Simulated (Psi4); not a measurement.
Psi4 1.11, PBE0/def2-tzvp: Ge(Br)(OMe) (C[O][Ge][Br]), 7 atoms. The geometry is a generated start, not checked to be a minimum at this level.

- task: energy
- method: pbe0
- basis: def2-tzvp
- memory: 3 GB
- maxiter: 100
- keys of the molecule block: symmetry c1
- scf_type: df (default)
- e_convergence: 1e-06 (default)
- d_convergence: 1e-06 (default)
- dft_radial_points: 75 (default)
- dft_spherical_points: 302 (default)
- basis functions: 176
- grid points: 149641

```xyz
7

Ge     1.7583     0.0545     1.2485
Br     2.1275     1.8750    -0.2357
O      0.2241    -0.5374     0.6872
C     -0.8200    -0.3751    -0.2460
H     -0.5952     0.4343    -0.9462
H     -0.9518    -1.3064    -0.7969
H     -1.7431    -0.1448     0.2891
```

With the defaults (diis = true, scf_initial_accelerator = adiis, damping_percentage = 0, diis_max_vecs = 10, guess = auto, which took SAD, level_shift = 0, level_shift_cutoff = 0.01, diis_start = 1, soscf = false) it converges in 10 SCF iterations. One run each on 2 threads, with these changes:
- guess = modhuckel
- soscf = true
- scf_initial_accelerator = ediis
- diis_max_vecs = 3
- diis = false, scf_initial_accelerator = none, damping_percentage = 60
- diis_max_vecs = 20
- level_shift = 0.1, level_shift_cutoff = 0.001
- diis_start = 4
- guess = gwh

Task: Name the settings that don't reach the solution of the defaults.

Result: No convergence: diis = false, scf_initial_accelerator = none, damping_percentage = 60 (the run ends without SCF convergence in 100 iterations). The rest reach the solution of the defaults.

```json
[
 {"setting": "soscf = true", "SCF iterations": "7", "JK calls": "23", "end": "same solution"},
 {"setting": "the defaults", "SCF iterations": "10", "JK calls": "11", "end": "same solution"},
 {"setting": "diis_max_vecs = 20", "SCF iterations": "10", "JK calls": "11", "end": "same solution"},
 {"setting": "level_shift = 0.1, level_shift_cutoff = 0.001", "SCF iterations": "10", "JK calls": "11", "end": "same solution"},
 {"setting": "scf_initial_accelerator = ediis", "SCF iterations": "10", "JK calls": "11", "end": "same solution"},
 {"setting": "guess = modhuckel", "SCF iterations": "11", "JK calls": "44", "end": "same solution"},
 {"setting": "diis_max_vecs = 3", "SCF iterations": "13", "JK calls": "14", "end": "same solution"},
 {"setting": "guess = gwh", "SCF iterations": "14", "JK calls": "14", "end": "same solution"},
 {"setting": "diis_start = 4", "SCF iterations": "18", "JK calls": "19", "end": "same solution"},
 {"setting": "diis = false, scf_initial_accelerator = none, damping_percentage = 60", "SCF iterations": "100", "JK calls": "101", "end": "no convergence"}
]
```

An SOSCF iteration holds several JK calls; a Hückel guess adds calls on atoms.
